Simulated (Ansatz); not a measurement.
Electronic density of states of amorphous In₉Ga₉Zn₉O₃₆H₄, density 5.76 g/cm³, on a 2×2×2 Γ-centred mesh with a Gaussian width of 0.1 eV; energies count from the Fermi level. Cell and mesh are small, so fine structure isn't converged. All values below come from PBE, scalar-relativistic without spin-orbit coupling (plane waves to 420 eV, PAW; Ansatz, a first-principles code). Sampling: a 2×2×2 Γ-centred mesh; Fermi-Dirac width 0.02 eV; no spin polarisation. The usual formal charges leave 4 electrons over, so the level spacing at the Fermi energy parts defect or band states and needn't be the band gap. The spare electrons fill defect levels or the bottom of the conduction band, and the levels at the Fermi energy are partly filled.

The cell was made by melting and quenching with the CHGNet potential and then relaxed with DFT. O atoms were pushed apart under 1.9 Å during the dynamics, to hinder bonds among them. The hot cell started wider than the set density and was brought back towards it in steps. It is the lowest in DFT energy of 2 quenches. It is a model cell: composition and starting density were chosen by hand, and all elements were melted together. No dispersion term was used. Its density started from a set value of 5.76 and ended at 5.76 g/cm³. The simulated quench (nominally 350 K/ps over its main leg) is rapid and tends to freeze in more defects than a deposited or slowly cooled glass has. A cell of this size samples the disorder only roughly. The volume was held where the preparation left it, at a PBE pressure of 3.1 GPa. Stress components on the final sampling reach 4.7 GPa. On a 2×2×2 Γ-centred mesh force components of up to 0.22 eV/Å stay, since the relaxation ran on the zone centre alone.

```csv
E - EF (eV),states/(eV atom)
-12.00,0.00
-11.90,0.00
-11.80,0.00
-11.70,0.00
-11.60,0.00
-11.50,0.00
-11.40,0.00
-11.30,0.00
-11.20,0.00
-11.10,0.00
-11.00,0.00
-10.90,0.00
-10.80,0.00
-10.70,0.00
-10.60,0.00
-10.50,0.00
-10.40,0.00
-10.30,0.00
-10.20,0.00
-10.10,0.00
-10.00,0.00
-9.90,0.00
-9.80,0.00
-9.70,0.01
-9.60,0.10
-9.50,0.18
-9.40,0.18
-9.30,0.27
-9.20,0.29
-9.10,0.18
-9.00,0.14
-8.90,0.16
-8.80,0.21
-8.70,0.28
-8.60,0.30
-8.50,0.36
-8.40,0.39
-8.30,0.40
-8.20,0.43
-8.10,0.54
-8.00,0.65
-7.90,0.67
-7.80,0.70
-7.70,0.87
-7.60,1.02
-7.50,1.12
-7.40,1.20
-7.30,1.19
-7.20,1.22
-7.10,1.27
-7.00,1.22
-6.90,1.09
-6.80,0.99
-6.70,0.87
-6.60,0.76
-6.50,0.69
-6.40,0.65
-6.30,0.63
-6.20,0.60
-6.10,0.60
-6.00,0.55
-5.90,0.53
-5.80,0.55
-5.70,0.53
-5.60,0.50
-5.50,0.57
-5.40,0.65
-5.30,0.62
-5.20,0.60
-5.10,0.62
-5.00,0.59
-4.90,0.62
-4.80,0.68
-4.70,0.67
-4.60,0.68
-4.50,0.65
-4.40,0.69
-4.30,0.71
-4.20,0.71
-4.10,0.76
-4.00,0.75
-3.90,0.80
-3.80,0.81
-3.70,0.85
-3.60,0.94
-3.50,0.93
-3.40,0.87
-3.30,0.85
-3.20,0.87
-3.10,0.81
-3.00,0.70
-2.90,0.56
-2.80,0.47
-2.70,0.35
-2.60,0.15
-2.50,0.02
-2.40,0.00
-2.30,0.01
-2.20,0.02
-2.10,0.01
-2.00,0.00
-1.90,0.00
-1.80,0.00
-1.70,0.00
-1.60,0.02
-1.50,0.06
-1.40,0.08
-1.30,0.07
-1.20,0.03
-1.10,0.00
-1.00,0.00
-0.90,0.01
-0.80,0.04
-0.70,0.06
-0.60,0.04
-0.50,0.01
-0.40,0.00
-0.30,0.00
-0.20,0.01
-0.10,0.07
0.00,0.15
0.10,0.12
0.20,0.06
0.30,0.04
0.40,0.04
0.50,0.04
0.60,0.05
0.70,0.07
0.80,0.07
0.90,0.13
1.00,0.11
1.10,0.09
1.20,0.14
1.30,0.14
1.40,0.16
1.50,0.18
1.60,0.18
1.70,0.19
1.80,0.20
1.90,0.21
2.00,0.25
2.10,0.22
2.20,0.21
2.30,0.23
2.40,0.21
2.50,0.25
2.60,0.24
2.70,0.20
2.80,0.25
2.90,0.32
3.00,0.29
3.10,0.21
3.20,0.21
3.30,0.21
3.40,0.26
3.50,0.27
3.60,0.27
3.70,0.26
3.80,0.25
3.90,0.28
4.00,0.31
4.10,0.32
4.20,0.27
4.30,0.27
4.40,0.25
4.50,0.24
4.60,0.26
4.70,0.29
4.80,0.27
4.90,0.26
5.00,0.32
5.10,0.28
5.20,0.28
5.30,0.32
5.40,0.31
5.50,0.32
5.60,0.34
5.70,0.33
```
